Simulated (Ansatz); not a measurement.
A periodic model of amorphous Hf$_{18}$O$_{37}$Ca:

```xyz
56
Lattice="9.2775 -0.0105 -0.0678 -0.0105 8.7292 -0.1953 -0.0678 -0.1953 8.9850" Properties=species:S:1:pos:R:3 pbc="T T T"
Hf     0.8624     2.2507     8.7751
Hf     4.0086     2.5037     7.7993
Hf     2.7190     0.5241     1.9565
Hf     1.6830     6.4251     4.0983
Hf     4.6182     5.3898     5.1813
Hf     5.8832     4.2669     1.1007
Hf     5.6215     7.3059     2.4328
Hf     1.7603     2.3389     5.2806
Hf    -0.0645     6.0985     7.6481
Hf     3.6699     5.9767     8.3651
Hf     6.1828     7.9374     8.3426
Hf     7.4445     3.0180     6.7122
Hf     3.0746     3.8777     2.4129
Hf     7.7384     5.5806     4.5087
Hf     8.6070     0.2850     5.8002
Hf     4.8090    -0.0107     5.6740
Hf     9.2578     4.9439     1.6283
Hf     8.7910     8.3152     1.8946
O      6.6079     1.2376     5.7227
O      1.2998     0.5298     5.8388
O      2.8653     4.4983     4.4512
O      4.2030     4.5100     6.9121
O      8.5225     1.5555     7.6586
O      4.8439     5.4383     2.7552
O     -0.0236     6.9323     5.3606
O      7.5717     3.7952     2.0115
O      2.9486     1.7297     0.2753
O      5.9085     6.2686     0.3498
O      1.8990     6.2724     7.5917
O      1.9824     2.9710     7.2409
O      6.0257     3.1570     8.2578
O      9.0521     4.1248     8.5376
O      4.7965     0.2026     3.5434
O      4.8609     6.9973     6.9527
O      0.1738     4.8967     3.8061
O      1.2373     3.3811     1.5473
O      3.4166     7.1114     4.8602
O      5.0935     0.6817     7.7925
O      4.8855     2.8655     2.1284
O      1.9745     5.6707     2.2124
O      8.2334     0.4129     3.7960
O      7.6855     6.5506     2.6145
O      7.9036     5.0110     6.4854
O      1.4174     8.0495     2.8893
O      6.0883     6.9483     4.6260
O      6.8413     0.0044     1.4114
O      9.1315     6.7327     0.5433
O      8.9765     2.5690     5.3345
O      3.7736     1.7325     5.8632
O      0.7692     0.7488     1.0562
O      2.4971     2.0336     3.3329
O      3.9429     7.7720     0.9427
O      7.8597     7.7316     7.3009
O      6.2859     4.0870     4.8682
O      3.7474     4.3954     0.3915
Ca     6.5570     2.0485     3.4761
```

These are PBE, scalar-relativistic without spin-orbit coupling (plane waves to 420 eV, PAW; Ansatz, a first-principles code) values and carry that method's errors.

Preparation: random packing, a CHGNet melt and quench, and a DFT relaxation. O atoms were pushed apart under 1.9 Å during the dynamics, to hinder bonds among them. The hot cell started wider than the set density and was brought back towards it in steps. It is the lowest in DFT energy of 2 quenches. It is a model cell: composition and starting density were chosen by hand, and all elements were melted together. No dispersion term was used. Its density started from a set value of 8.78 and ended at 8.78 g/cm³. The quench (nominally 300 K/ps over its main leg) was far faster than any real one, so the model tends to hold more defects than a real film. Values belong to this one cell and scatter from quench to quench. The volume was held where the preparation left it and the shape relaxed, at a PBE pressure of -0.5 GPa (tension). Stress components on the final sampling reach 0.6 GPa.

Cut-offs for bonds: Hf-Hf 3.34 Å, Hf-O 2.82 Å, Hf-Ca 3.61 Å, O-O 1.58 Å, O-Ca 2.90 Å, Ca-Ca 3.87 Å. Two cations that share two anions don't count as bonded, nor two that share one unless they lie closer than Hf-Hf 3.25 Å, Hf-Ca 3.51 Å, Ca-Ca 3.77 Å.

Task: Give the coordination numbers, mean bond lengths and angles.

Result: 
```yaml
Mean coordination of Hf by anions: 6.39 (1 with 5, 9 with 6, 8 with 7)
Mean coordination of O: 3.27 (2 with 2, 23 with 3, 12 with 4)
Mean coordination of Ca by anions: 6.00 (1 with 6)
Mean Hf-O bond: 2.155 Å (spread 0.138 Å, 115 counted)
Mean O-Ca bond: 2.430 Å (spread 0.087 Å, 6 counted)
Bond angle at Hf: mean 102.3°, spread 29.1°
Bond angle at O: mean 112.7°, spread 18.3°
Bond angle at Ca: mean 102.6°, spread 28.5°
```

Task: List the pairs of like atoms that count as bonded by the rules above.

Result: There are none by these rules.
